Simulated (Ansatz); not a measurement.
Band structure of PtAl2 (Fm-3m, 3 atoms in the cell).

```xyz
3
Lattice="0.0000 2.9763 2.9763 2.9763 0.0000 2.9763 2.9763 2.9763 0.0000" Properties=species:S:1:pos:R:3 pbc="T T T"
Al     1.4881     1.4881     1.4881
Al     4.4644     4.4644     4.4644
Pt     0.0000     0.0000     0.0000
```

Computed with PBE, PAW files (plane waves; Ansatz, a quantum-chemistry and plane-wave program).

Settings: kpoints.mp_grid.grid = 7 7 7; hamiltonian.xc = pbe; hamiltonian.pseudopotentials = {kind: paw} (an earlier, softer set of the program's PAW files); scf.occupations.method = fermi_dirac; scf.occupations.width = 0.1 eV; kpoints.band_path.npoints = 8.

The starting cell has typed, rounded lattice constants, without a prior relaxation at this level. Its lattice was rescaled by a random factor within 2.5 % of one. Spin-orbit coupling is off. Spin polarisation is off.

Levels in eV from the Fermi level, bands 10 to 15:
```
point     10     11     12     13    14    15
-----  -----  -----  -----  -----  ----  ----
Γ      -3.60   2.82   3.81   3.81  3.81  5.31
X      -3.34  -3.13  -1.54  -1.54  3.01  3.36
W      -3.18  -2.72  -2.72  -0.86  5.12  5.12
K      -3.55  -2.99  -1.96  -0.57  3.23  5.36
L      -3.39  -3.39   1.03   1.03  3.75  5.08
U      -3.55  -2.99  -1.96  -0.57  3.23  5.36
```

Bands cross the Fermi level along this path, so the cell is metallic at this level.

Keys are those of Ansatz 0.2.
